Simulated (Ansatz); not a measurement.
Take LaMnO₃ (space group C2/c, No. 15; ferromagnetic; a cell from a computed database, its experimental status unchecked) as the base.

```xyz
10
Lattice="4.6839 -2.7466 0.0000 4.6839 2.7466 0.0000 -3.0520 0.0000 4.4817" Properties=species:S:1:pos:R:3 pbc="T T T"
La     3.9209    -1.3843     1.1204
La     2.3949     1.3843     3.3613
Mn     2.3420     1.3733     0.0000
Mn     0.8160    -1.3733     2.2409
O      1.6281     0.1945     1.3910
O      4.6878    -0.1945     3.0908
O      6.2138     0.1945     0.8499
O      0.1021    -0.1945     3.6318
O      2.3949    -1.6591     3.3613
O      3.9209     1.6591     1.1204
```

Computed with PBEsol (Ansatz, a first-principles code; PAW; 420 eV plane waves; spin-orbit coupling left out).

Before the change:

| Item | Result |
|---|---|
| Largest site moment | 2.98 μB |
| Volume per atom | 11.53 Å³ |

Perturbation: full substitution La → Sc; the structure is relaxed again.

Question: How does this affect the largest site moment?

Answer: The largest site moment shrinks by 1.37 μB to 1.61 μB.

Question: Estimate the effect on the volume per atom.

Answer: The volume per atom falls by 2.00 Å³ (11.53 Å³ → 9.53 Å³).

Stability against distortions was not tested. As relaxed here, ScMnO3 is a hypothetical phase, not in the database extracts checked. No Hubbard U is applied and the magnetic state is the run's own (ScMnO3 ferromagnetic; LaMnO3 ferromagnetic); other magnetic orders, which need larger cells, were not tried and can change the gap.
